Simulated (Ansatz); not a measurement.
**Fluorite NiSi₂**

Method: PBEsol (Ansatz, a program for electronic structure, PAW).

Run with plane-wave cutoff 500 eV, 12×12×12 k mesh, Fermi–Dirac smearing 0.05 eV, no spin polarisation, scalar-relativistic PAW data made under PBE.

Cell: relaxed at this level.

```json
{
  "equilibrium_volume_per_atom": "13.04 Å³/atom",
  "equilibrium_lattice_constant_a": "5.388 Å"
}
```

Measured, for comparison: equilibrium volume per atom 13.17 Å³/atom, lattice constant a 5.406 Å (temperature not stated, not corrected to a static lattice; as tabulated in Wikipedia's data pages). Computed (rounded) less measured: equilibrium volume per atom -1.0 %, lattice constant a -0.3 %. A static lattice is as a rule a little smaller and stiffer than an uncorrected measurement, which narrows the difference in the equilibrium volume per atom, lattice constant a and would widen misses of the other sign.

Static lattice: no zero-point or thermal effects.

Cost on a shared machine: very roughly 40 core-seconds.
